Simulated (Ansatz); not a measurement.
Ansatz (an electronic-structure program) run on CuPd (P4mm, 2 atoms in the cell): self-consistent single point

Computed with PBEsol, default PAW files made with PBE (plane waves; Ansatz).

This input was run:

Ansatz 0.2 input:
```yaml
# CuPd
crystal:
  lattice:
    - [2.965518, 0.000000, 0.000000]
    - [0.000000, 2.965518, 0.000000]
    - [0.000000, 0.000000, 2.965518]
  atoms:
    - { symbol: Cu, position_ang: [0.000000, 0.000000, 0.049999] }
    - { symbol: Pd, position_ang: [1.482759, 1.482759, 1.482759] }
basis:
  ecutwfc: 420.0 eV
kpoints:
  mp_grid: { grid: [11, 11, 11] }
hamiltonian:
  xc: pbesol
  pseudopotentials: { kind: paw }
scf:
  occupations: { method: gaussian, width: 0.1 eV }
output:
  forces: true
  eigenvalues: true
  stress: true
```

The program printed (abridged):

```
WARN ansatz: RAYON_NUM_THREADS=1 ignored (pool sized by the plan → 1); use --threads N
Pseudopotentials: kind: paw
Pseudopotential: Cu, paw, valence charge 19
Pseudopotential: Pd, paw, valence charge 18
Crystal: 2 atoms, lattice volume = 26.080 Å³
Basis set: ecut = 420 eV, 485 PW (Γ), exchange–correlation on 40×40×40 points (8 copies of the dense FFT grid, shifted against one another)
Bands: 23, of which v1, the nominal top of the filled ones, is band 19 counted from 1 (18 counted from 0)
Symmetry: 8 space group operations
Space group: P4mm (ITA 99), of the structure as read, at distance tolerance 3.0e-5 Å
k-points: 126 of 1331 (time reversal used)
PAW frozen core: Cu, regenerated for the run's functional, and the local potential with it
PAW frozen core: Pd, regenerated for the run's functional, and the local potential with it
Initial density: superposition of atomic densities (neutral atoms: chi_scale 0, normalization atom), corrected by the library's trained network
Initial wavefunctions: pseudopotential atomic-orbital guess
Eigensolver: davidson
Functional: x = pbesol(κ = 0.804, μ = 0.12345679012345678), c = pbesol(β = 0.046)
SCF iter   1: F=—  HF=-13495.636994 eV  |F-HF|=—  |Δ(HF+E_count)|=         —  Δρ=1.52e-2  dr2=3.48e-2  ethr=1.77e-3  ⟨swp⟩=5.5  Hψ=12120  notcnv=0
all-band conjugate gradients solve this SCF's bands
preconditioner: auto → none
SCF iter   2: F=—  HF=-13495.630618 eV  |F-HF|=—  |Δ(HF+E_count)|=   6.38e-3  Δρ=4.72e-3  dr2=4.47e-3  ethr=9.40e-5  ⟨swp⟩=2.5  Hψ=5500  notcnv=0
SCF iter   3: F=—  HF=-13495.629695 eV  |F-HF|=—  |Δ(HF+E_count)|=   9.23e-4  Δρ=1.01e-3  dr2=1.19e-4  ethr=1.21e-5  ⟨swp⟩=2.5  Hψ=4507  notcnv=0
SCF iter   4: F=—  HF=-13495.629673 eV  |F-HF|=—  |Δ(HF+E_count)|=   2.18e-5  Δρ=2.03e-4  dr2=7.59e-6  ethr=3.22e-7  ⟨swp⟩=1.3  Hψ=3070  notcnv=0
SCF iter   5: F=—  HF=-13495.629645 eV  |F-HF|=—  |Δ(HF+E_count)|=   2.85e-5  Δρ=2.46e-5  dr2=7.79e-8  ethr=2.05e-8  ⟨swp⟩=2.5  Hψ=4240  notcnv=0
SCF iter   6: F=-13495.629645 eV  HF=-13495.629645 eV  |F-HF|=4.73e-10  |Δ(HF+E_count)|=   2.52e-8  Δρ=1.69e-6  dr2=5.08e-10  ethr=2.10e-10  ⟨swp⟩=3.2  Hψ=10343  notcnv=0
SCF 1 converged in 6 iterations: F = -13495.629645 eV  dr2 = 5.08e-10
SCF converged after 6 iterations
Free energy (F): -13495.629645 eV
Harris-Foulkes:  -13495.629645 eV  (|F-HF|=4.73e-10)
Internal energy: -13495.621713 eV  (E = F + TS)
E sigma→0 (E₀):  -13495.625679 eV
Entropy (-TS):   -0.007931 eV (-3.966 meV/atom)
Fermi energy:    18.340356 eV
--- Per-component energies (eV) ---
  E_band       = -472.714131
  E_kinetic    = 814.960544
  E_local      = -5817.572096  (includes V_loc(G=0)·N_el)
  E_nonlocal   = 612.549223
  E_hartree    = 2512.868006
  E_xc         = -256.964239
  E_vxc        = -326.909016  (∫ρ·V_xc dr)
  E_paw        = -5312.589241  (= ΣΔE_a)
  E_vpaw       = -781.479252  (= ΣTr[D̂ρ^β])
  E_aug_tail   = 0.000373  (compensation charges beyond the density's cutoff)
  E_ewald      = -6049.383008
  E_core_change = 0.508726  (= ΣΔE_core)
  E_smearing   = -0.007931  (= −TS)
  E_closure    = 0.000000  (closes the sum)
  Σ components = -13495.629645   (vs F -13495.629645, Δ=0.00e0)
--- Forces (eV/Å), atoms counted from 1 ---
  atom   1  Cu    -0.00000000     0.00000000    -0.35676162
  atom   2  Pd     0.00000000     0.00000000     0.35675999
  max |Σ_I F_I| component: 1.63e-6 eV/Å
--- Stress (GPa, compression-positive) ---
       -0.353385       0.000000       0.000000
        0.000000      -0.353385       0.000000
       -0.000000       0.000000      -0.599359
  P = ⅓ Tr σ = -0.4354 GPa (-4.354 kbar)
  The stress holds the Pulay correction. Without it, at fixed plane waves, as pw.x and ABINIT print it: P = -0.5186 GPa
--- Band table (eV; the first three rows and the last of 126) ---
  k-point 0: bands = ["-93.0972", "-65.4232", "-50.6247", "-50.6247", "-50.6235", "-31.1348", "-31.1348", "-31.1334", "10.3341", "13.6581", "13.6675", "15.8335", "15.8454", "15.8454", "17.2163", "17.2297", "18.2256", "18.2256", "18.2355", "27.3143", [...]
  k-point 1: bands = ["-93.0972", "-65.4227", "-50.6246", "-50.6246", "-50.6242", "-31.1416", "-31.1342", "-31.1342", "10.4963", "13.7232", "13.7504", "15.8436", "15.8436", "15.8762", "17.1618", "17.2436", "18.0723", "18.0723", "18.1883", "26.3800", [...]
  k-point 2: bands = ["-93.0971", "-65.4213", "-50.6261", "-50.6244", "-50.6244", "-31.1633", "-31.1327", "-31.1327", "10.9688", "13.9131", "13.9720", "15.8454", "15.8454", "16.0006", "16.9638", "17.3208", "17.6854", "17.6854", "18.0517", "24.4488", [...]
  k-point 125: bands = ["-93.0959", "-65.4039", "-50.6322", "-50.6322", "-50.6310", "-31.2147", "-31.2147", "-31.2133", "14.2506", "14.3427", "14.3454", "15.6376", "15.6384", "15.6484", "17.1050", "17.1058", "18.1029", "18.1038", "24.5685", [...]
```

The run converged in 6 iterations.

The starting cell comes from a database of computed structures (which also holds hypothetical and non-ambient phases and stackings), without a prior relaxation at this level. Its lattice was rescaled by up to half a per cent. One atom was moved a little off its site on purpose. Spin polarisation is off. Ansatz's pressure includes its estimate of the finite-basis (Pulay) stress.
